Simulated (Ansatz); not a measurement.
A working Ansatz (a program for electronic structure) input for the (100) slab of Pr2Y2O5 (cut from a parent of space group no. 123; 18 atoms in the cell) (DFT, PBE, plane waves, default PAW files):

Ansatz 0.2 input:
```yaml
crystal:
  lattice:
    - [3.921960, 0.000000, 0.000000]
    - [0.000000, 10.737250, 0.000000]
    - [0.000000, 0.000000, 21.882900]
  atoms:
    - { symbol: Pr, position_ang: [0.000000, 2.497806, 9.960899], spin: 2.0 }
    - { symbol: Pr, position_ang: [0.000000, 8.239444, 9.960899], spin: 2.0 }
    - { symbol: Pr, position_ang: [0.000000, 2.497806, 13.882906], spin: 2.0 }
    - { symbol: Pr, position_ang: [0.000000, 8.239444, 13.882906], spin: 2.0 }
    - { symbol: Y, position_ang: [1.960980, 0.000000, 7.999994] }
    - { symbol: Y, position_ang: [1.960980, 5.368625, 7.999994] }
    - { symbol: Y, position_ang: [1.960980, 0.000000, 11.921891] }
    - { symbol: Y, position_ang: [1.960980, 5.368625, 11.921891] }
    - { symbol: O, position_ang: [1.960980, 1.385964, 9.960899] }
    - { symbol: O, position_ang: [1.960980, 9.351286, 9.960899] }
    - { symbol: O, position_ang: [0.000000, 1.385964, 7.999994] }
    - { symbol: O, position_ang: [0.000000, 9.351286, 7.999994] }
    - { symbol: O, position_ang: [0.000000, 5.368625, 9.960899] }
    - { symbol: O, position_ang: [1.960980, 1.385964, 13.882906] }
    - { symbol: O, position_ang: [1.960980, 9.351286, 13.882906] }
    - { symbol: O, position_ang: [0.000000, 1.385964, 11.921891] }
    - { symbol: O, position_ang: [0.000000, 9.351286, 11.921891] }
    - { symbol: O, position_ang: [0.000000, 5.368625, 13.882906] }
basis:
  ecutwfc: 30.9 Ry
kpoints:
  mp_grid: { grid: [7, 3, 1] }
hamiltonian:
  xc: pbe
  pseudopotentials: { kind: paw }
magnetization:
  spin_polarized: true
scf:
  occupations: { method: gaussian, width: 0.02 Ry }
output:
  forces: true
  eigenvalues: true
  stress: true
```

The run converged in 39 iterations: free energy E − TS (on the zero of these files) -48828.1889 eV; Fermi level (on the code's own zero) 1.87 eV; pressure averaged over the cell with its vacuum -3.41 GPa; largest force (vector length) 2.595 eV/Å; size of the cell's spin moment 9.78 μB. Each of these slips is then made, one at a time:

(1)
```diff
-  occupations: { method: gaussian, width: 0.02 Ry }
+  occupations: { method: smearing, width: 0.02 Ry }
```

(2)
```diff
+  max_iter: 3
```

Task: How does each altered input end?

Result: 
(1) A value that the program does not know. The program stopped before any SCF iteration.
```
Error: YAML parse error: error: line 35 column 26: unknown occupation method `smearing` (expected fermi_dirac | gaussian | methfessel_paxton | cold | fixed | tetrahedron | tetrahedron_uncorrected | explicit)
  --> <input>:35:26
   |
33 |   spin_polarized: true
34 | scf:
35 |   occupations: { method: smearing, width: 0.02 Ry }
   |                   [...]
```

(2) An iteration limit that is too low. The run ended unconverged after 3 iterations.
```
did not converge after 3 iterations: dr2 = 4.14e0 (threshold 1.00e-7), under the density mixer `msr1`, which `scf.mixing.algorithm: auto` chose by the deck's other keys (type `scf.mixing.algorithm: msr1` to keep it); raise `scf.max_iter`, which need not help a stalled SCF, or adjust the mixing (`scf.mixing`) or, under a smearing, its width (`scf.oc [...]
```

The starting cell comes from a database of computed structures (which also holds hypothetical and non-ambient phases and stackings), without a prior relaxation at this level. The slab is cut from that crystal, and its faces are unrelaxed. The magnetic order is the one reached from the typed start; others were not searched systematically. With U or open f shells several self-consistent states can exist. The f electrons are in the valence without U or exact exchange, which can misplace them near the Fermi level. Spin-orbit terms, which matter for f shells, are left out. The two faces of this cut differ, and no dipole correction was used. In the base run, forces exceed 1 eV/Å.

Left out of this page: 2 runs of the series with a known weakness of the program; 1 run of the series stopped by limits of time or memory.
